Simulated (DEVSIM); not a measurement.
System: abrupt Ge n-p junction, at 250 K.

Layer 1 from the left is Ge, thickness (μm) 64.0, Nd (cm⁻³) 2.9e15, τn (s) 3e-6, τp (s) 3e-6. Layer 2 from the left is Ge, thickness (μm) 19.0, Na (cm⁻³) 1e15, τn (s) 3e-6, τp (s) 3e-6.

Left contact: ohmic. Right contact: ohmic. Voltage is applied to the left contact. Recombination: SRH at mid-gap. Mobility is μmin + (μ − μmin)/(1 + (N/Nref)^α).

This is a model device: material constants are rounded textbook-type values typed into the input, and sizes, dopings and lifetimes were drawn at random. Values at 300 K; Nc and Nv go as T^1.5, mobilities as T to minus their exponent, the gap by Varshni's rule with the affinity fixed.

Ge: gap (eV) 0.664, affinity (eV) 4, permittivity 16, Nc (cm⁻³) 1.04e19, Nv (cm⁻³) 6e18, μn (cm²/Vs) 3900, μp (cm²/Vs) 1900, μn,min 150, μp,min 100, Nref,n 2.6e17, Nref,p 4e17, αn 0.56, αp 0.6, T exponent of μn 1.66, T exponent of μp 2.33, Varshni α (eV/K) 0.000477, Varshni β (K) 235.

Estimate by hand the built-in potential, the peak field at zero bias, the capacitance at 1.5 V, and compare with a numerical solution.


- Built-in potential: ni = √(Nc Nv) exp(−Eg/2kT) = 7.88e11 cm⁻³ with Eg = 0.683 eV; Vbi = kT/q ln(Na Nd/ni²) = 0.331 V; numerical 0.331 V.
- Peak field at zero bias: depletion approximation: W = √(2εVbi/(qN)) = 0.887 μm with N = 7.44e14 cm⁻³; field = 2Vbi/W = 7460 V/cm; numerical 6970 V/cm (estimate above by 7.0 %).
- Capacitance at 1.5 V: C = √(qεN / 2(Vbi + |V|)) = 6.79 nF/cm²; numerical 6.87 nF/cm² (estimate below by 1.2 %).

Model (solved in DEVSIM): 1D drift-diffusion, Boltzmann statistics, complete ionisation; no tunnelling, impact ionisation, image-force lowering or self-heating.
